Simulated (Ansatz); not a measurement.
Base system: Ca(OH)2 (space group P-3m1, No. 164; layered).

```xyz
5
Lattice="3.5612 0.0000 0.0000 -1.7806 3.0841 0.0000 0.0000 0.0000 4.7677" Properties=species:S:1:pos:R:3 pbc="T T T"
Ca     0.0000     0.0000     0.0000
H      1.7806     1.0280     2.6539
H      0.0000     2.0560     2.1138
O      1.7806     1.0280     3.6291
O      0.0000     2.0560     1.1386
```

Method: Kohn–Sham DFT with the PBEsol functional, run in Ansatz (an electronic-structure program) with PAW and 420 eV plane waves, no spin-orbit coupling.

Base values:

| Item | Result |
|---|---|
| c/a ratio | 1.339 |
| Valley order | Γ 4.19 eV; M (1/2, 0, 0) 5.88 eV |

Now apply this change: a hydrostatic pressure of 4.2 GPa.

Task: What happens to the c/a ratio and valley order?

Result: The c/a ratio drops by 0.039 (1.339 → 1.300); the valley order (the lowest conduction-band minima on the path, energy above the VBM, named in the base's zone) changes from Γ 4.19 eV; M (1/2, 0, 0) 5.88 eV to Γ 4.54 eV; M (1/2, 0, 0) 5.66 eV.

The levels and masses belong to the bands next to the band gap. Load acts through the strain it causes; cell and atoms are relaxed under it. Whether these cells are dynamically stable was not tested. No dispersion term is included in the PBEsol runs.
